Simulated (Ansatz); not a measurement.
## HfB2 under a change: isotropic strain −0.50 %

Start from HfB2 (space group P6/mmm, No. 191; a = 3.128 Å, c = 3.446 Å; relaxed with 0.1 eV smearing).

One thing is altered: an isotropic linear strain of −0.50 %; the atoms relax in the strained cell.

Calculations: PBEsol (Ansatz, a quantum-chemistry and plane-wave program; PAW; 420 eV plane waves; scalar-relativistic without spin-orbit coupling). Settings: 21×21×17 k-points, 0.1 eV Fermi–Dirac smearing.

```csv
quantity,base,changed,shift
volume per atom,9.73 Å³,9.59 Å³,-0.145 Å³
space group,P6/mmm (No. 191),P6/mmm (No. 191),–
shortest interatomic distance,3.413 bohr,3.395 bohr,-0.0171 bohr
energy relative to the base (free energy F),0 meV/atom,+1.8 meV/atom,+1.8 meV/atom
"pressure (mean of the normal stresses, compression positive)",0.0 GPa,4.1 GPa,+4.1 GPa
band gap,zero,zero,–
```

Cost of the whole job for the changed cell (relaxation, final SCF and bands): about 10 core-seconds (a rough figure).

No phonon test of stability was made. All final runs are without spin polarisation.
